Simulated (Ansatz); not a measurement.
Point defect Hf on the Nb site (Hf_Nb) in ferroelectric LiNbO3

All values below come from PBE, PAW (plane waves to 420 eV; Ansatz, a first-principles code). A 2×2×1 supercell of 120 sites was used; the energies come from a 2×2×2 Γ-centred sampling of its zone. Site at the start: the Nb site. Finite-size correction: monopole term and site-potential alignment. Dielectric constants: PBE linear response of the host. Host gap at this level: 3.53 eV. A cell of this size leaves errors of a few tenths of an eV. PBE underestimates the host's gap, which shifts levels and can delocalise carriers. Spin–orbit coupling is left out, which matters for these heavy elements. Each state is the lowest found from its start.

Formation energies E_f are given with the Fermi level at the valence-band maximum. Chemical conditions: Li-rich (Δμ(Nb) = -1.84 eV, Δμ(Hf) = -3.77 eV, bounded by LiNbO2 (P6_3/mmc), Li2O (Fm-3m), monoclinic HfO2; only phases computed here count, gases as isolated molecules at 0 K); Nb-rich (Δμ(Nb) = -1.00 eV, Δμ(Hf) = -3.77 eV, bounded by LiNbO2 (P6_3/mmc), Nb2O5 (C2/c), monoclinic HfO2; only phases computed here count, gases as isolated molecules at 0 K); O-rich (Δμ(Nb) = -10.05 eV, Δμ(Hf) = -10.38 eV, bounded by Li2O2 (P6_3/mmc), monoclinic HfO2; only phases computed here count, gases as isolated molecules at 0 K). Reference phases: Hf: hcp Hf, Nb: bcc Nb.

| charge | moment (μB) | point group | largest move off a lattice site (Å) | image correction with alignment (eV) | E_f, Li-rich (eV) | E_f, Nb-rich (eV) | E_f, O-rich (eV) |
|---|---|---|---|---|---|---|---|
| +1† | not spin-polarised | – | 0.10 | 0.08 | – | – | – |
| 0* | quenched | – | 0.10 | – | – | – | – |
| −1 | not spin-polarised | C3 | 0.11 | -0.07 | 2.71 | 3.55 | 1.12 |

* At this level the carrier isn't localised at the defect: at charge 0 holes occupy the valence band. Such a state is shallow or no state of the defect, and this cell gives it no level.

† Not settled in this cell, so no level is given: charge +1: a level filled in part, carriers not clearly localised, level within 0.1 eV of a band edge or past it.

Point groups are those of the whole cell at tolerances of 0.03 and 0.1 Å ("near" where only the looser one holds); none is given for unsettled states.

Starting moments that weren't kept: charge 0 began with 1 μB and ended with 0.0.

Flagged in the runs: a host whose relaxation on this sampling wasn't shown to rest, a strain field that reaches the edge of the cell.

All states together cost around 4 core-hours (rough).
